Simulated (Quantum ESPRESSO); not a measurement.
Refining one setting for BaPtO3 (Pm-3m, 5 atoms in the cell)

```
BaPtO3
1.0
    4.17460     0.00000     0.00000
    0.00000     4.17460     0.00000
    0.00000     0.00000     4.17460
Ba Pt O
1 1 3
Direct
  0.00000   0.00000   0.00000
  0.50000   0.50000   0.50000
  0.50000   0.50000   0.00000
  0.00000   0.50000   0.50000
  0.50000   0.00000   0.50000
```

Method of the run: LDA (PZ), GBRV 1.5 ultrasoft (LDA) pseudopotentials (plane waves; Quantum ESPRESSO 7.5).

The starting cell comes from a database of computed structures (which also holds hypothetical and non-ambient phases and stackings), without a prior relaxation at this level. Its lattice was rescaled by a random factor within 2.5 % of one. Spin polarisation is off. In the base run, with a pressure of about -16 GPa the cell is away from its equilibrium volume at this level.

Held fixed: occupations = smearing; smearing = mp; degauss = 0.0073499 Ry; potentials = {Ba: ba_lda_v1.uspp.F.UPF, Pt: pt_lda_v1.4.uspp.F.UPF, O: o_lda_v1.2.uspp.F.UPF}; K_POINTS = automatic 11 11 11 0 0 0; conv_thr = 1e-10 Ry. Moved along with it: ecutrho.

ΔF is the free energy per atom less that of the last row (80 Ry).

```json
[
 {"ecutwfc": "16 Ry", "ΔF (meV/atom)": "10043.0", "pressure (GPa)": "-358.57", "plane waves": "543", "iterations": "11"},
 {"ecutwfc": "20 Ry", "ΔF (meV/atom)": "3103.3", "pressure (GPa)": "-157.92", "plane waves": "752", "iterations": "11"},
 {"ecutwfc": "24 Ry", "ΔF (meV/atom)": "835.7", "pressure (GPa)": "-65.42", "plane waves": "987", "iterations": "12"},
 {"ecutwfc": "28 Ry", "ΔF (meV/atom)": "196.6", "pressure (GPa)": "-29.57", "plane waves": "1253", "iterations": "13"},
 {"ecutwfc": "32 Ry", "ΔF (meV/atom)": "54.1", "pressure (GPa)": "-19.03", "plane waves": "1516", "iterations": "12"},
 {"ecutwfc": "36 Ry", "ΔF (meV/atom)": "22.6", "pressure (GPa)": "-16.28", "plane waves": "1811", "iterations": "12"},
 {"ecutwfc": "40 Ry", "ΔF (meV/atom)": "15.4", "pressure (GPa)": "-15.76", "plane waves": "2116", "iterations": "12"},
 {"ecutwfc": "46 Ry", "ΔF (meV/atom)": "[?]", "pressure (GPa)": "-15.70", "plane waves": "2616", "iterations": "12"},
 {"ecutwfc": "52 Ry", "ΔF (meV/atom)": "[?]", "pressure (GPa)": "-15.70", "plane waves": "3123", "iterations": "12"},
 {"ecutwfc": "60 Ry", "ΔF (meV/atom)": "3.7", "pressure (GPa)": "-15.66", "plane waves": "3887", "iterations": "12"},
 {"ecutwfc": "70 Ry", "ΔF (meV/atom)": "1.33", "pressure (GPa)": "-15.58", "plane waves": "4945", "iterations": "12"},
 {"ecutwfc": "80 Ry", "ΔF (meV/atom)": "0.00", "pressure (GPa)": "-15.60", "plane waves": "6031", "iterations": "12"}
]
```

### Question
Fill in the missing entries.

### Answer

- 46 Ry, ΔF (meV/atom): 10.8
- 52 Ry, ΔF (meV/atom): 7.3
